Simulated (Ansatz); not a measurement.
Start from ZrS2 in the CdI2 type structure (space group P-3m1, No. 164; a = 3.578 Å, c = 5.540 Å; layered, stacked along the Cartesian z axis).

Modification: a free-standing slab of 1 layer (3 atoms, 3 a layer) is cut normal to the stacking axis, with 15 Å of vacuum and the in-plane cell relaxed.

Levels (all Ansatz, an electronic-structure program, PAW): PBEsol-D3(BJ) (420 eV, no spin-orbit coupling); HSE06+SOC (420 eV, spin-orbit coupling included).

The geometry is relaxed with PBEsol-D3(BJ).

- PBEsol-D3(BJ) valence-band top at Γ = 0.00, 0.00, -1.01 eV
- PBEsol-D3(BJ) lowest conduction level above the VBM at special points = M 0.94 eV; Γ 1.61 eV; K 2.43 eV

With HSE06+SOC at the same geometry, the valence-band top at Γ (three highest Kramers pairs, from the VBM) changes from 0.00, 0.00, -1.01 eV to 0.00, -0.10, -1.13 eV; the lowest conduction level above the VBM at special points becomes M 1.75 eV; Γ 2.51 eV; K 3.44 eV (PBEsol-D3(BJ): M 0.94 eV; Γ 1.61 eV; K 2.43 eV).

Single points use the geometry relaxed with PBEsol-D3(BJ). HSE06 was sampled on its mesh, a few special points and the semilocal edge points, so its gap is an upper bound. The spin-orbit shifts are approximate. The levels and masses belong to the bands next to the band gap. Stability against distortions was not tested.
